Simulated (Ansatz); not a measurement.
The reference is Zr in the hcp (Mg type) structure (space group P6_3/mmc, No. 194; a = 3.244 Å, c = 5.158 Å; relaxed with 0.1 eV smearing). Axes: x lies along a and z along c of the hexagonal cell.

Calculations: plane-wave PAW DFT at the r2SCAN level (Ansatz, an electronic-structure program, 500 eV), without spin-orbit coupling.

Strains are applied to the cell and any free atomic positions relax.

One change was made to it. Results:

| quantity | base | after |
|---|---|---|
| largest internal atomic displacement | – | 0.011 Å |
| pressure (mean of the normal stresses, compression positive) | 0.0 GPa | -0.9 GPa |
| energy relative to the base (free energy F) | 0 meV/atom | +1.0 meV/atom |

Problem. Name the change that was made.
(A) uniaxial strain ε_xx = +1.00 %
(B) uniaxial strain ε_xx = +2.50 %
(C) uniaxial strain ε_xx = +3.00 %
(D) uniaxial strain ε_xx = +1.50 %
(E) uniaxial strain ε_xx = +2.00 %

Solution. A, uniaxial strain ε_xx = +1.00 %. For comparison, the energy relative to the base in the other runs: uniaxial strain ε_xx = +2.50 % gives +6.4 meV/atom; uniaxial strain ε_xx = +2.00 % gives +4.1 meV/atom; uniaxial strain ε_xx = +1.50 % gives +2.3 meV/atom; uniaxial strain ε_xx = +3.00 % gives +9.1 meV/atom.

Stability against distortions was not tested. All final runs are without spin polarisation.
